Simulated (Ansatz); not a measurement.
The starting structures come from a database of crystals and need not be the phases stable at ambient conditions.

Given:

```xyz
20
Lattice="4.8469 0.0000 0.0000 0.0000 7.0899 0.0000 0.0000 0.0000 4.9854" Properties=species:S:1:pos:R:3 pbc="T T T"
Al     3.6248     2.7679     0.1521
Al     1.2222     4.3220     4.8333
Al     3.6456     0.7771     2.6448
Al     1.2013     6.3129     2.3406
Al     3.6456     6.3129     4.8333
Al     1.2013     0.7771     0.1521
Al     3.6248     4.3220     2.3406
Al     1.2222     2.7679     2.6448
O      4.3282     4.6368     0.5084
O      0.5187     2.4531     4.4770
O      2.9422     5.9981     3.0011
O      1.9047     1.0919     1.9843
O      2.9422     1.0919     4.4770
O      1.9047     5.9981     0.5084
O      4.3282     2.4531     1.9843
O      0.5187     4.6368     3.0011
O      4.6075     0.0000     1.2464
O      0.2394     0.0000     3.7391
O      2.6629     3.5450     3.7391
O      2.1840     3.5450     1.2464
```

Space group of this cell: Pbcn. The cell is taken as given; by r2SCAN its mean pressure is -7.3 GPa.

All values below come from r2SCAN (plane waves, PAW; Ansatz, a first-principles code).

The current runs along the normal of the first two printed vectors; no spin-orbit coupling. Scaled by the factor s: the length along the current (ions clamped). Meshes 6×4×6 and 6×4 across the current in all rows.

| s | mean pressure (GPa) | band gap (eV) |
|---|---|---|
| 0.97 | 0.4 | 6.52 |
| 1.00 | -7.3 | 6.20 |
| 1.03 | -13.6 | ? |

Q: Take the slope of the band gap against ln s from the two given rows, extrapolate to s = 1.03, and say what the run there gives.

A: Slope = (6.52 − 6.20) / ln 0.97 = -10.5 eV. The line gives 6.20 + (-10.5) × ln 1.03 = 5.89 eV. The run gives 5.81 eV, 0.08 eV under the line, 26 % of the predicted step.
